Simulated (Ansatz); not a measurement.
Al, response to strain

The reference is Al in the fcc (Cu type) structure (space group Fm-3m, No. 225; relaxed with 0.1 eV smearing).

```
Al
1.0
    0.00000     1.99618     1.99618
    1.99618     0.00000     1.99618
    1.99618     1.99618     0.00000
Al
1
Direct
  0.00000   0.00000   0.00000
```

Cartesian axes are those of the cell as printed.

Strains are applied to the cell and any free atomic positions relax; under biaxial strain the out-of-plane vector relaxes too.

Level of theory: r2SCAN, PAW, 500 eV (Ansatz, an electronic-structure program; scalar-relativistic without spin-orbit coupling), earlier PAW set.

Notes on the quantities. energy relative to the base: free energy F; pressure: mean of the normal stresses, compression positive.

| variant | energy relative to the base | space group | shortest interatomic distance | pressure |
|---|---|---|---|---|
| base | 0 meV/atom | Fm-3m (No. 225) | 5.335 bohr | 0.0 GPa |
| biaxial strain −0.77 %, plane normal [001], relaxed out of plane | +0.8 meV/atom | I4/mmm (No. 139) | 5.294 bohr | 0.7 GPa |
| biaxial strain +0.26 %, plane normal [110], relaxed out of plane | +0.1 meV/atom | Immm (No. 71) | 5.324 bohr | -0.3 GPa |
| biaxial strain −4.86 %, plane normal [111], relaxed out of plane | +50 meV/atom | R-3m (No. 166) | 5.075 bohr | 7.9 GPa |
| biaxial strain +4.76 %, plane normal [111], relaxed out of plane | +30 meV/atom | R-3m (No. 166) | 5.298 bohr | -3.9 GPa |
| isotropic strain −0.62 % | +1.6 meV/atom | Fm-3m (No. 225) | 5.302 bohr | 1.8 GPa |
| uniaxial strain ε_yy = −2.55 % | +4.7 meV/atom | I4/mmm (No. 139) | 5.267 bohr | 2.6 GPa |
| uniaxial strain ε_yy = +0.64 % | +0.3 meV/atom | I4/mmm (No. 139) | 5.335 bohr | -0.6 GPa |
| tensor shear ε_xy = +0.61 % | +0.3 meV/atom | Immm (No. 71) | 5.302 bohr | 0.0 GPa |
| tensor shear ε_xz = +2.81 % | +7.3 meV/atom | Immm (No. 71) | 5.185 bohr | 0.4 GPa |

A biaxial case was relaxed in a doubled cell and then solved in the primitive one. No phonon test of stability was made.
